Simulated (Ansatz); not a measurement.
Worked calculations on one periodic cell of amorphous Al48N48: Al48N48, 96 atoms, volume 1227.3 Å³, made by a melt-quench on the CHGNet potential and relaxed with DFT. N atoms were pushed apart under 1.9 Å during the dynamics, to hinder bonds among them. It is a model cell: composition and starting density were chosen by hand, and all elements were melted together. Cycles of charging were run to anneal it. Level of theory: PBE, scalar-relativistic without spin-orbit coupling (plane waves to 420 eV, PAW; Ansatz, a quantum-chemistry and plane-wave program). Sampling: a 2×2×2 Γ-centred mesh; Fermi-Dirac width 0.02 eV; no spin polarisation. Its volume was held where the quench left it, its shape was held as a cube, and it stands at a mean pressure of -5.2 GPa with stress components up to 10.6 GPa; the relaxation ran on the zone centre alone. Its density went from a set 2.66 to 2.66 g/cm³. The cell is small and was quenched far faster than a real film, so it is one sample of the glass.

### Question
Count formal charges (Al +3, N -3). What does the count lead one to expect at the Fermi level, and what does the calculation give?

### Answer
48 × (+3) + 48 × (-3) = 0. The charges balance, so the anion-derived valence states can be full and a gap can open. On this mesh the highest filled and lowest empty level lie 1.51 eV apart, the PBE gap of this cell, with a localised state at one edge or both.

Four energies for an added electron at PBE on the zone centre alone (charged cells in a uniform background, spin-polarised): neutral at the neutral geometry -44324.771 eV; charged at the neutral geometry -44317.619 eV; charged and relaxed -44317.665 eV; neutral at the charged geometry -44324.686 eV.

### Question
Find the two relaxation energies and their sum, the reorganisation energy.

### Answer
On charging: -44317.619 − (-44317.665) = 0.046 eV. On discharging: -44324.686 − (-44324.771) = 0.085 eV. The sum is 0.131 eV. The carrier's level spreads over 46 of the 96 atoms' worth, more than a fifth of the atoms or a third of the atoms of its main element (six at least), and the sum is small, so it counts as a band carrier, whose relaxation energy shrinks as the cell grows. PBE's self-interaction favours spread-out carriers, so a hybrid can localise more.
